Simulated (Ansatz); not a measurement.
Start from HgS in the zinc blende structure (space group F-43m, No. 216; a = 5.812 Å). Axes: x, y, z lie along the cube axes.

Method: DFT with LDA, PAW potentials and a 420 eV plane-wave cutoff in Ansatz (a first-principles code), spin-orbit coupling left out.

Strains are applied to the cell and any free atomic positions relax.

One change was made to it. Results:

The shortest interatomic distance drops by 0.0084 Å (2.517 Å → 2.508 Å); the energy goes up by 0.6 meV/atom; the pressure (mean of the normal stresses, compression positive) goes from zero to 0.7 GPa.

Problem. Which of these changes matches the shifts?
A) uniaxial strain ε_zz = +0.50 %
B) uniaxial strain ε_zz = +1.50 %
C) uniaxial strain ε_zz = −2.50 %
D) uniaxial strain ε_zz = −1.00 %

Solution. D, uniaxial strain ε_zz = −1.00 %. For comparison, the pressure in the other runs: uniaxial strain ε_zz = −2.50 % gives 1.8 GPa; uniaxial strain ε_zz = +0.50 % gives -0.3 GPa; uniaxial strain ε_zz = +1.50 % gives -1.0 GPa.

The mesh was chosen for an insulator and is coarse for the gapless case. Whether these cells are dynamically stable was not tested. The final runs are not spin-polarised. Gaps under 0.05 eV, about the width of the smearing, are given as zero.
